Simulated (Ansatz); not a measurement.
**CdSe under a change: isotropic strain −1.98 %**

Take CdSe in the zinc blende structure (space group F-43m, No. 216; a = 6.082 Å) as the base.

The change: the cell is scaled by 0.9802 in all directions, atoms relaxed at fixed cell.

Level of theory: DFT with PBEsol, PAW potentials and a 420 eV plane-wave cutoff in Ansatz (a first-principles code), without spin-orbit coupling. Γ-centred 9×9×9 mesh, Fermi–Dirac width 0.05 eV.

The volume per atom falls by 1.64 Å³ (28.12 Å³ → 26.48 Å³) and the space group remains F-43m (No. 216). The shortest interatomic distance falls by 0.0521 Å to 2.581 Å and the energy increases by 17 meV/atom. The pressure goes from zero to 3.59 GPa and the band gap rises by 0.12 eV, from 0.48 eV to 0.60 eV. The gap character stays direct at Γ and the mean gap deformation potential ΔEg/Δln V amounts to -1.9 eV. The width of the top valence band increases by 0.246 eV (2.25 eV → 2.49 eV) and the electron mass goes from 0.049 mₑ (at Γ) to 0.057 mₑ (at Γ). The hole mass (degenerate bands, along [100]) changes from 0.050, 0.66, 0.66 mₑ (at Γ) to 0.059, 0.61, 0.61 mₑ (at Γ).

Masses are band curvatures over ±0.01 Å⁻¹ around the edge. No phonon test of stability was made.
